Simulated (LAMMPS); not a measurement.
CdTe (zinc blende) at 1010 K and zero pressure, started from the crystal, with several potentials, in cells of their own sizes.

Interatomic potentials used:
- CdTe.sw: classical MD, pair style sw, file CdTe.sw (LAMMPS); Wang, Stroud and Markworth, Phys Rev B, 40, 3129 (1989).
- CdTeZnSeHgS0.sw: classical MD, pair style sw, file CdTeZnSeHgS0.sw (LAMMPS); Zhou, Ward, Martin, van Swol, Cruz-Campa, and D. Zubia, Phys. Rev. B, 88, 085309 (2013).
- bond-order CdTe.bop.table: classical MD, pair style bop, file CdTe.bop.table (LAMMPS); Ward, Zhou, Wong, Doty, and Zimmerman, Phys Rev B, 85, 115206 (2012)
- bond-order CdTeSe.bop.table: classical MD, pair style bop, file CdTeSe.bop.table (LAMMPS); Zhou, Foster, van Swol, Martin, and Wong, J. Phys. Chem., 118, 20661 (2014)
- bond-order CdZnTe_v2.bop.table: classical MD, pair style bop, file CdZnTe_v2.bop.table (LAMMPS); Ward, Zhou, Wong, and Doty, J. Mol. Model., 19, 5469 (2013)

| potential | state | volume | first peak of g(r), Cd-Te | coordination number of Cd by Te | mean phonon frequency | rough cost (ms per atom and simulated ps) |
|---|---|---|---|---|---|---|
| bond-order CdTe.bop.table | crystal; no diffusion seen in 15 ps | 40.77 ± 0.01 Å³/atom | 2.98 Å, height 9.4 | 4.00 (counted to 4.14 Å) | 3.4 THz | 3 to 10 |
| bond-order CdTeSe.bop.table | crystal; no diffusion seen in 15 ps | 34.99 ± 0.02 Å³/atom | 2.82 Å, height 8.3 | 4.00 (counted to 3.86 Å) | 3.5 THz | 3 to 10 |
| bond-order CdZnTe_v2.bop.table | crystal; no diffusion seen in 15 ps | 34.984 ± 0.009 Å³/atom | 2.81 Å, height 8.0 | 4.00 (counted to 3.98 Å) | 3.5 THz | 3 to 10 |
| CdTe.sw | crystal; no diffusion seen in 30 ps | 35.399 ± 0.001 Å³/atom | 2.83 Å, height 7.3 | 4.00 (counted to 3.90 Å) | 3.1 THz | 0.3 to 1 |
| CdTeZnSeHgS0.sw | crystal; no diffusion seen in 30 ps | 34.6541 ± 0.0009 Å³/atom | 2.82 Å, height 8.8 | 4.00 (counted to 3.86 Å) | 3.7 THz | 0.3 to 1 |

Costs are rough: whole-run CPU time with set-up and analysis, from shared machines, in bands a factor of about three wide.

Caution: with bond-order CdTe.bop.table the 0 K volume of this crystal is 17 % off the measured one.

Caution (rows bond-order CdTe.bop.table; bond-order CdTeSe.bop.table; bond-order CdZnTe_v2.bop.table): a run this short can hold a crystal over, or a liquid under, the potential's own melting point, which these runs don't give.

States go by the mean squared displacement: a species diffuses where it passes 1.5 Å², still rises and gives D over 1e-6 cm²/s; a crystal has left its structure where atoms lie 0.35 Å off their sites on average or a cubic box changes its shape by 3 %, or the axial ratios of another lie 8 % off the starting cell's, which the potential's own relaxation can also do.

Errors shown are sampling errors alone.
